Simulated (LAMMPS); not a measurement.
An MD run on Ni (fcc) with 50 % of Ni sites Al, 864 atoms, at 300 K and 0 GPa, heated as the crystal.

Method: classical MD, pair style meam, file MoCoNiVFeAlCr_2nn.meam, run in LAMMPS.

| Quantity | Result |
|---|---|
| state found | crystal; no diffusion seen in 30 ps |
| density | 5.5631 ± 0.0002 g/cm³ |
| volume per atom | 12.7867 ± 0.0004 Å³ |
| enthalpy per atom | -4.1705 ± 0.0001 eV |
| first peak of g(r), Al-Ni | 2.56 Å, height 7.1 |
| coordination number of Al by Ni | 6.08 (counted to 3.18 Å) |
| coordination number of Ni by Al | 6.08 (counted to 3.18 Å) |
| first peak of g(r), Al-Al | 2.68 Å, height 5.6 |
| coordination number of Al by Al | 6.00 (counted to 3.22 Å) |
| first peak of g(r), Ni-Ni | 2.58 Å, height 5.7 |
| coordination number of Ni by Ni | 5.94 (counted to 3.22 Å) |
| most common Al-Al-Ni angle | in the 3° bin centred on 58.5° (mean of all 96°) |
| most common Ni-Al-Ni angle | in the 3° bin centred on 61.5° (mean of all 99°) |
| mean frequency of the velocity spectrum | 7.2 THz |
| cost | about 11 core-minutes (a rough figure) |

Potential: file MoCoNiVFeAlCr_2nn.meam of the LAMMPS distribution; its header cites Wang, J., Kwon, H., Kim, H.S. et al. A neural network model for high entropy alloy design. npj Comput Mater 9, 60 (2023).

Caution: the random arrangement on this lattice is imposed, and need not be a phase that exists in equilibrium.

States go by the mean squared displacement: a species diffuses where it passes 1.5 Å², still rises and gives D over 1e-6 cm²/s; a crystal has left its structure where atoms lie 0.35 Å off their sites on average or a cubic box changes its shape by 3 %.

Errors shown are sampling errors alone.

| r (Å) | g(r), Al-Ni | g(r), Al-Al | g(r), Ni-Ni |
|---|---|---|---|
| 2.180 | 0.000 | 0.000 | 0.000 |
| 2.220 | 0.000 | 0.000 | 0.006 |
| 2.260 | 0.005 | 0.000 | 0.022 |
| 2.300 | 0.045 | 0.000 | 0.047 |
| 2.340 | 0.235 | 0.000 | 0.336 |
| 2.380 | 0.837 | 0.030 | 0.798 |
| 2.420 | 2.10 | 0.121 | 1.69 |
| 2.460 | 3.90 | 0.428 | 3.18 |
| 2.500 | 5.93 | 1.14 | 4.62 |
| 2.540 | 7.13 | 2.44 | 5.24 |
| 2.580 | 6.99 | 3.87 | 5.70 |
| 2.620 | 6.14 | 5.13 | 5.55 |
| 2.660 | 4.74 | 5.62 | 4.50 |
| 2.700 | 3.18 | 5.43 | 3.67 |
| 2.740 | 2.12 | 4.99 | 2.73 |
| 2.780 | 1.23 | 3.90 | 1.90 |
| 2.820 | 0.697 | 2.69 | 1.26 |
| 2.860 | 0.383 | 1.99 | 0.845 |
| 2.900 | 0.201 | 1.35 | 0.538 |
| 2.940 | 0.117 | 0.821 | 0.396 |
| 2.980 | 0.070 | 0.543 | 0.237 |
| 3.020 | 0.046 | 0.337 | 0.220 |
| 3.060 | 0.039 | 0.245 | 0.151 |
| 3.100 | 0.022 | 0.157 | 0.118 |
| 3.140 | 0.028 | 0.121 | 0.116 |
| 3.180 | 0.023 | 0.093 | 0.081 |
| 3.220 | 0.033 | 0.100 | 0.045 |
| 3.260 | 0.030 | 0.123 | 0.038 |
| 3.300 | 0.036 | 0.125 | 0.052 |
| 3.340 | 0.061 | 0.194 | 0.075 |
| 3.380 | 0.065 | 0.206 | 0.126 |
| 3.420 | 0.142 | 0.287 | 0.208 |
| 3.460 | 0.226 | 0.352 | 0.329 |
| 3.500 | 0.342 | 0.492 | 0.478 |
| 3.540 | 0.509 | 0.575 | 0.684 |
| 3.580 | 0.758 | 0.690 | 0.827 |
| 3.620 | 1.02 | 0.805 | 1.01 |
| 3.660 | 1.20 | 0.840 | 1.14 |
| 3.700 | 1.26 | 0.958 | 1.11 |
| 3.740 | 1.30 | 0.976 | 0.996 |
| 3.780 | 1.16 | 0.902 | 0.890 |
| 3.820 | 0.958 | 0.806 | 0.726 |
| 3.860 | 0.696 | 0.703 | 0.570 |
| 3.900 | 0.501 | 0.561 | 0.432 |
| 3.940 | 0.326 | 0.481 | 0.303 |
| 3.980 | 0.234 | 0.345 | 0.244 |
| 4.020 | 0.156 | 0.295 | 0.179 |
| 4.060 | 0.139 | 0.260 | 0.139 |
| 4.100 | 0.136 | 0.236 | 0.135 |
| 4.140 | 0.158 | 0.272 | 0.171 |
| 4.180 | 0.223 | 0.363 | 0.204 |
| 4.220 | 0.349 | 0.460 | 0.304 |
| 4.260 | 0.554 | 0.610 | 0.504 |
| 4.300 | 0.804 | 0.876 | 0.853 |
| 4.340 | 1.16 | 1.11 | 1.33 |
| 4.380 | 1.64 | 1.60 | 1.95 |
| 4.420 | 2.18 | 1.93 | 2.59 |
| 4.460 | 2.66 | 2.14 | 3.10 |
| 4.500 | 3.02 | 2.53 | 3.41 |
| 4.540 | 3.14 | 2.70 | 3.45 |
| 4.580 | 3.14 | 2.67 | 3.17 |
| 4.620 | 2.80 | 2.39 | 2.65 |
| 4.660 | 2.28 | 2.17 | 2.04 |
| 4.700 | 1.82 | 1.89 | 1.45 |
| 4.740 | 1.28 | 1.49 | 1.01 |
| 4.780 | 0.888 | 1.14 | 0.605 |
| 4.820 | 0.613 | 0.864 | 0.411 |
| 4.860 | 0.428 | 0.651 | 0.296 |
| 4.900 | 0.329 | 0.493 | 0.232 |
| 4.940 | 0.286 | 0.424 | 0.261 |
| 4.980 | 0.346 | 0.464 | 0.341 |
| 5.020 | 0.444 | 0.505 | 0.486 |
| 5.060 | 0.567 | 0.554 | 0.700 |
| 5.100 | 0.777 | 0.707 | 0.910 |
| 5.140 | 0.955 | 0.841 | 1.11 |
| 5.180 | 1.11 | 0.961 | 1.18 |
| 5.220 | 1.19 | 1.02 | 1.23 |
| 5.260 | 1.16 | 1.06 | 1.18 |
| 5.300 | 1.09 | 1.05 | 0.981 |
| 5.340 | 0.947 | 0.981 | 0.841 |
| 5.380 | 0.782 | 0.871 | 0.635 |
| 5.420 | 0.646 | 0.781 | 0.460 |
| 5.460 | 0.529 | 0.632 | 0.364 |
| 5.500 | 0.452 | 0.548 | 0.336 |
| 5.540 | 0.444 | 0.548 | 0.355 |
| 5.580 | 0.500 | 0.579 | 0.402 |
| 5.620 | 0.613 | 0.695 | 0.539 |
| 5.660 | 0.786 | 0.862 | 0.767 |
| 5.700 | 0.987 | 1.07 | 1.03 |
| 5.740 | 1.21 | 1.30 | 1.27 |
| 5.780 | 1.50 | 1.45 | 1.50 |
| 5.820 | 1.67 | 1.57 | 1.74 |
| 5.860 | 1.76 | 1.51 | 1.86 |
| 5.900 | 1.71 | 1.55 | 1.77 |
| 5.940 | 1.60 | 1.39 | 1.56 |
| 5.980 | 1.38 | 1.25 | 1.33 |
| 6.020 | 1.12 | 1.03 | 1.02 |
| 6.060 | 0.890 | 0.856 | 0.792 |
| 6.100 | 0.705 | 0.691 | 0.592 |
| 6.140 | 0.556 | 0.560 | 0.471 |
| 6.180 | 0.465 | 0.468 | 0.377 |
| 6.220 | 0.405 | 0.421 | 0.364 |
